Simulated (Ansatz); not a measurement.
Base system: a 12-atom supercell of TiSi2 (space group Fddd, No. 70; a = 4.760 Å, b = 8.180 Å, c = 8.500 Å) at its relaxed geometry.

Computed with plane-wave PAW DFT at the PBEsol level (Ansatz, an electronic-structure program, 420 eV), spin-orbit coupling left out.

For the base:

The pressure is 0.0 GPa and the mean distance from the defect site to its nearest host atoms comes out as 2.54 Å.

It is then changed as follows: a neutral Ca on a Ti site, atoms relaxed at fixed cell, starting from a slightly rattled geometry.

Task: Estimate the effect on the pressure.

Result: The pressure goes from zero to 12.6 GPa.

Task: What happens to the largest displacement of a host atom from its site in the perfect cell?

Result: The largest displacement of a host atom from its site in the perfect cell amounts to 0.18 Å.

Task: What does the calculation give for the mean distance from the defect site to its nearest host atoms after the change?

Result: The mean distance from the defect site to its nearest host atoms increases by 0.10 Å to 2.64 Å.

The cell is small, so the values are those of an ordered compound at a high defect concentration; dilute-limit values will differ. The final runs are not spin-polarised. The defect cell is not spin-polarised.
